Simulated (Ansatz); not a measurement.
The starting structures come from a database of crystals and need not be the phases stable at ambient conditions.

 Where the default PAW files enter, the runs use the earlier of Ansatz's two default sets.

Inside the gap of an insulator the Bloch states are evanescent, with a wavenumber k + iκ along the transport direction.

Input:

```yaml
crystal:
  lattice:
    - [5.37903, 0.00000, 0.00000]
    - [2.68951, 5.01153, 0.00000]
    - [2.68952, 1.44337, 4.29625]
  atoms:
    - { symbol: Zn, position: [0.36546, 0.90362, 0.36546] }
    - { symbol: Zn, position: [0.63454, 0.09638, 0.63454] }
    - { symbol: Sn, position: [0.14996, 0.55013, 0.14996] }
    - { symbol: Sn, position: [0.85004, 0.44987, 0.85004] }
    - { symbol: O, position: [0.75985, 0.74441, 0.04999] }
    - { symbol: O, position: [0.24015, 0.25559, 0.95001] }
    - { symbol: O, position: [0.44575, 0.74441, 0.75985] }
    - { symbol: O, position: [0.55425, 0.25559, 0.24015] }
    - { symbol: O, position: [0.04999, 0.74441, 0.44575] }
    - { symbol: O, position: [0.95001, 0.25559, 0.55425] }
```

Space group of this cell: P-1. The cell is strained (lengths along the current scaled by 0.97, ions clamped); by PBEsol its mean pressure is -1.6 GPa.

Transport runs along the normal of the first two printed cell vectors.

No gap correction and no spin-orbit coupling; mid-gap values are interpolated between computed energies.

Problem. Compute, with PBEsol in Ansatz (a quantum-chemistry and plane-wave program), the band gap and the smallest decay constant κ at mid-gap.

Solution. Gap 1.39 eV on a 8×6×8 mesh; κ = 0.151 1/Å, at the zone centre.
